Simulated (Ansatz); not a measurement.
HfO2, response to strain

Consider HfO$_{2}$ (space group P4_2/nmc, No. 137).

```xyz
6
Lattice="3.5671 0.0000 0.0000 0.0000 3.5671 0.0000 0.0000 0.0000 5.1660" Properties=species:S:1:pos:R:3 pbc="T T T"
Hf     0.0000     0.0000     0.0000
Hf     1.7835     1.7835     2.5830
O      0.0000     1.7835     1.0337
O      0.0000     1.7835     3.6167
O      1.7835     0.0000     1.5493
O      1.7835     0.0000     4.1323
```

Cartesian axes are those of the cell as printed.

Strains are applied to the cell and any free atomic positions relax; under biaxial strain the out-of-plane vector relaxes too.

The values are results of PBEsol (Ansatz, an electronic-structure program, PAW, without spin-orbit coupling), not measurements.

```tsv
case	band gap	smallest direct gap	gap character	electron mass
base	4.57 eV	4.65 eV	indirect, A → Γ	0.96 mₑ along c, 0.78 mₑ across (at Γ)
biaxial strain −2.42 %, plane normal [001], relaxed out of plane	4.51 eV	4.63 eV	indirect, A → Γ	1.0 mₑ out of plane, 0.74 mₑ in plane (at Γ)
biaxial strain −1.23 %, plane normal [001], relaxed out of plane	4.54 eV	4.65 eV	indirect, A → Γ	1.0 mₑ out of plane, 0.77 mₑ in plane (at Γ)
biaxial strain −0.14 %, plane normal [001], relaxed out of plane	4.57 eV	4.65 eV	indirect, A → Γ	0.96 mₑ out of plane, 0.79 mₑ in plane (at Γ)
isotropic strain +1.49 %	4.52 eV	4.62 eV	indirect, k = (0.222, 0.222, 0) in the run's primitive reciprocal basis → Γ	–
uniaxial strain ε_xx = +2.79 %	4.41 eV	4.49 eV	indirect, k = (1/3, 0.111, 0) in the run's primitive reciprocal basis → Γ	1.9 mₑ along z, 0.58 mₑ across (at Γ)
uniaxial strain ε_xx = +5.25 %	4.20 eV	4.28 eV	indirect, k = (1/3, 0.111, 0) in the run's primitive reciprocal basis → Γ	1.9 mₑ along z, 0.57 mₑ across (at Γ)
uniaxial strain ε_zz = −2.61 %	4.38 eV	4.43 eV	indirect, M–Γ (63 % along) → Γ	1.7 mₑ along z, 0.54 mₑ across (at Γ)
tensor shear ε_xy = −0.91 %	4.54 eV	4.57 eV	indirect, k = (0, 0, 0.429) in the run's primitive reciprocal basis → Γ	–
```

Spin-orbit coupling, missing from the scalar runs, can matter with Hf. Masses are band curvatures over ±0.01 Å⁻¹ around the edge. Stability against distortions was not tested. This is not the structure that HfO2 has at room temperature and ambient pressure. k-point labels follow each cell's own Brillouin zone.
